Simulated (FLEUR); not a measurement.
Worked example: self-consistent single point of CoGa (Pm-3m, 2 atoms in the cell) in FLEUR.

Method: PBE, all-electron FLAPW (FLEUR), scalar-relativistic valence in FLEUR.

```xyz
2
Lattice="2.9226 0.0000 0.0000 0.0000 2.9226 0.0000 0.0000 0.0000 2.9226" Properties=species:S:1:pos:R:3 pbc="T T T"
Ga     1.4613     1.4613     1.4613
Co     0.0000     0.0000     0.0000
```

Reference input (self-consistent single point, DFT, PBE, all-electron FLAPW (FLEUR), scalar-relativistic valence): Kmax = 3.5 1/bohr; GmaxXC = 14 1/bohr; xcFunctional = pbe; jspins = 1; l_soc = F; mode = gauss; fermiSmearingEnergy = 0.00734986 Htr; mesh (inpgen div1-3) = 15 15 15; inpgen gamma flag = false; Gmax = 14 1/bohr; numbands = 0; maxIterBroyd = 40. This run's input differs from it in these lines:

```diff
@@ -23,3 +23,3 @@
    <calculationSetup>
-      <cutoffs Kmax="3.5" Gmax="14.0" GmaxXC="14.0" numbands="0"/>
+      <cutoffs Kmax="4.95" Gmax="19.8" GmaxXC="19.8" numbands="0"/>
       <scfLoop itmax="100" minDistance="0.00001" maxIterBroyd="40" imix="Anderson" alpha="0.05" precondParam="0.0" spinf="2.0"/>
```

Log, with long lists cut:

```
 Iteration:     1   Distance:      25.44509188 me/bohr^3
 Iteration:     2   Distance:      16.25558028 me/bohr^3
 Iteration:     3   Distance:      10.03677673 me/bohr^3
 Iteration:     4   Distance:       4.94727062 me/bohr^3
 Iteration:     5   Distance:       4.53540384 me/bohr^3
   [... 6 lines left out ...]
 Iteration:    12   Distance:       0.00196317 me/bohr^3
 Iteration:    13   Distance:       0.00019233 me/bohr^3
 Iteration:    14   Distance:       0.00008400 me/bohr^3
 Iteration:    15   Distance:       0.00000672 me/bohr^3
 Run finished successfully
 Stop message:
   Structural relaxation: Done

[file out, last iteration]
             iter=     16
[...]
          total density-effective poten   -5.3070489420E+03
          total charge density-energy d   -1.3546432248E+02
 Updated energy parameters for spin:           1
[...]
 fermi energy and band-weighting factors:

[...]
FERMIE:
          first approx. to ef    (T=0)  :   0.405557 htr   (energy of the highest occ. eigenvalue)
          number of occ. states  (T=0)  :       1680
          first approx. to seigv (T=0)  :  -8.213129 htr
          sum of weights of occ. states :  14.009481
          sum of semicore charge        :   0.000000 e
          fermi energy=   0.40349 har   work function= -10.97957 ev
          number of valence electrons=  28.00000
     band-weighting factor for spin=    1
   [... lines left out ...]
          total moment                 =     0.00000
 Direct bandgap for spin            1 :    1.0770185749047978E-002  Htr
 ---->    free energy=                     -3337.6208981732 htr
   [... lines left out ...]
      extrapolation for T->0
 ---->    total electron energy=           -3337.6208981732 htr
 ***** TOTAL FORCES ON ATOMS *****
 TOTAL FORCE FOR ATOM TYPE=  1  X=  2.761   Y=  2.761   Z=  2.761
                       FX_TOT= 0.000000 FY_TOT= 0.000000 FZ_TOT= 0.000000
 TOTAL FORCE FOR ATOM TYPE=  2  X=  0.000   Y=  0.000   Z=  0.000
                       FX_TOT= 0.000000 FY_TOT= 0.000000 FZ_TOT= 0.000000
 Structural relaxation: Done
```

The run converged in 15 iterations. FLEUR gives forces in its relaxation mode, with a further iteration, so its stop message speaks of a relaxation. Against the reference run the total energy drops by 174 meV/atom.

The starting cell has typed, rounded lattice constants, without a prior relaxation at this level. Its lattice was rescaled by a random factor within 2.5 % of one. Spin polarisation is off. Values depend on the basis (sphere radii, cutoffs, local orbitals), which need not be converged. The log's line on a gap gives a spacing of levels on this mesh, which the program prints for metals too.

Cost on one core of a shared machine: roughly 3 min.
